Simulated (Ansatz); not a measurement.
## Response to strain in PbTe

The reference is PbTe in the rock salt structure (space group Fm-3m, No. 225).

```
PbTe
1.0
    0.00000     3.22104     3.22104
    3.22104     0.00000     3.22104
    3.22104     3.22104     0.00000
Te Pb
1 1
Direct
  0.50000   0.50000   0.50000
  0.00000   0.00000   0.00000
```

Strains are applied to the cell and any free atomic positions relax.

Computed with PBEsol/PAW in Ansatz (a first-principles code), no SOC.

Candidates:
(a) isotropic strain −1.50 %
(b) isotropic strain +1.00 %
(c) isotropic strain +3.00 %
(d) isotropic strain +2.50 %
(e) isotropic strain −0.50 %

Notes on the quantities. energy relative to the base: free energy F.

Question: Order them by energy relative to the base, highest first.

Answer: (c) isotropic strain +3.00 % (+34 meV/atom), (d) isotropic strain +2.50 % (+24 meV/atom), (a) isotropic strain −1.50 % (+10 meV/atom), (b) isotropic strain +1.00 % (+4.0 meV/atom), (e) isotropic strain −0.50 % (+1.1 meV/atom)

No phonon test of stability was made.
